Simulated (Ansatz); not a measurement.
# Cubic perovskite CsCdCl₃

The numbers are results of r²SCAN0 (PAW; Ansatz, a first-principles code), not measurements.

Numerical settings: plane-wave cutoff 520 eV, 4×4×4 k mesh, Fermi–Dirac smearing 0.01 eV, scalar-relativistic PAW data made under PBE.

Cell (relaxed with PBEsol):

```yaml
crystal:
  lattice:
    - [5.20227, 0.00000, 0.00000]
    - [0.00000, 5.20227, 0.00000]
    - [0.00000, 0.00000, 5.20227]
  atoms:
    - { symbol: Cs, position: [0.00000, 0.00000, 0.00000] }
    - { symbol: Cd, position: [0.50000, 0.50000, 0.50000] }
    - { symbol: Cl, position: [0.00000, 0.50000, 0.50000] }
    - { symbol: Cl, position: [0.50000, 0.00000, 0.50000] }
    - { symbol: Cl, position: [0.50000, 0.50000, 0.00000] }
```

For cubic perovskite CsCdCl₃, the band gap comes out as 4.38 eV (on the SCF k mesh). The smallest direct gap on the k points sampled is 5.04 eV.

Note: cell and atoms aren't relaxed at this level (pressure 0.9 GPa).

Spin–orbit coupling is not included.

The computed numbers hold no vibrational or temperature effects.

Computing time: about 110 core-seconds (a rough figure).
